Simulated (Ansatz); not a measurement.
**How a calculation on CsMg6Mn (Amm2, 8 atoms in the cell) responds to its settings**

```xyz
8
Lattice="5.3572 0.0000 0.0000 0.0000 3.4111 5.8533 0.0000 -3.4111 5.8533" Properties=species:S:1:pos:R:3 pbc="T T T"
Cs     2.6786     0.0000     3.9120
Mg     2.6786    -1.7283     6.8075
Mg     2.6786     1.7283     6.8075
Mg     0.0000    -1.9070     4.9176
Mg     0.0000     1.9070     4.9176
Mg     0.0000     0.0000     7.8602
Mg     0.0000     0.0000     1.7717
Mn     2.6786     0.0000     9.8324
```
Moments meant for the start (each program seeds them in its own way; μB, in the order of the atoms Cs Mg Mg Mg Mg Mg Mg Mn): 0.0 0.0 0.0 0.0 0.0 0.0 0.0 4.0.

Base run A: Ansatz (an electronic-structure program) with LDA (PW92), default PAW files made with PBE, self-consistent single point.

Its settings: basis.ecutwfc = 420 eV; kpoints.mp_grid.grid = 5 4 4; hamiltonian.xc = lda; hamiltonian.pseudopotentials = {kind: paw} (the program's default PAW files); magnetization.spin_polarized = true; scf.occupations.method = cold; scf.occupations.width = 0.1 eV.

The starting cell comes from a database of computed structures (which also holds hypothetical and non-ambient phases and stackings), without a prior relaxation at this level. With one magnetic atom in the cell only a parallel order is possible. Ansatz's pressure includes its estimate of the finite-basis (Pulay) stress.

ΔF is the free energy per atom less that of run A. 

```json
[
 {"run": "A", "change": "base", "ΔF (meV/atom)": "0.00", "pressure (GPa)": "-2.05", "largest force (eV/Å)": "0.125", "size of the net moment (μB/atom)": "0.48", "iterations": "14"},
 {"run": "B", "change": "scf.mixing.preconditioner: default (the program chose Kerker) → none", "ΔF (meV/atom)": "0.00", "pressure (GPa)": "-2.05", "largest force (eV/Å)": "0.125", "size of the net moment (μB/atom)": "0.48", "iterations": "17"},
 {"run": "C", "change": "scf.mixing.preconditioner: default (the program chose Kerker) → kerker", "ΔF (meV/atom)": "0.00", "pressure (GPa)": "-2.05", "largest force (eV/Å)": "0.125", "size of the net moment (μB/atom)": "0.48", "iterations": "14"},
 {"run": "D", "change": "scf.mixing.preconditioner: default (the program chose Kerker) → kerker_dos", "ΔF (meV/atom)": "0.00", "pressure (GPa)": "-2.05", "largest force (eV/Å)": "0.125", "size of the net moment (μB/atom)": "0.48", "iterations": "14"},
 {"run": "E", "change": "scf.mixing.preconditioner: default (the program chose Kerker) → resta; scf.mixing.eps_inf: default → 3", "ΔF (meV/atom)": "0.00", "pressure (GPa)": "-2.05", "largest force (eV/Å)": "0.125", "size of the net moment (μB/atom)": "0.48", "iterations": "14"},
 {"run": "F", "change": "scf.mixing.preconditioner: default (the program chose Kerker) → ldos", "ΔF (meV/atom)": "0.00", "pressure (GPa)": "-2.05", "largest force (eV/Å)": "0.125", "size of the net moment (μB/atom)": "0.48", "iterations": "14"},
 {"run": "G", "change": "scf.mixing.preconditioner: default (the program chose Kerker) → local_kerker", "ΔF (meV/atom)": "0.00", "pressure (GPa)": "-2.05", "largest force (eV/Å)": "0.125", "size of the net moment (μB/atom)": "0.48", "iterations": "14"},
 {"run": "H", "change": "scf.mixing.preconditioner: default (the program chose Kerker) → kerker; scf.mixing.q_tf: default → 0.2", "ΔF (meV/atom)": "0.00", "pressure (GPa)": "-2.05", "largest force (eV/Å)": "0.125", "size of the net moment (μB/atom)": "0.48", "iterations": "16"},
 {"run": "I", "change": "scf.mixing.preconditioner: default (the program chose Kerker) → kerker; scf.mixing.q_tf: default → 0.5", "ΔF (meV/atom)": "0.00", "pressure (GPa)": "-2.05", "largest force (eV/Å)": "0.125", "size of the net moment (μB/atom)": "0.48", "iterations": "16"},
 {"run": "J", "change": "scf.mixing.preconditioner: default (the program chose Kerker) → kerker; scf.mixing.q_tf: default → 1.5", "ΔF (meV/atom)": "0.00", "pressure (GPa)": "-2.05", "largest force (eV/Å)": "0.125", "size of the net moment (μB/atom)": "0.48", "iterations": "12"}
]
```

Runs B, C, D, E, F, G, H, I, J reached the same state as A (within 1 meV/atom and 0.1 μB a site). The fewest iterations to that state were 12 (J); the most were 17.

Keys are those of Ansatz 0.2.
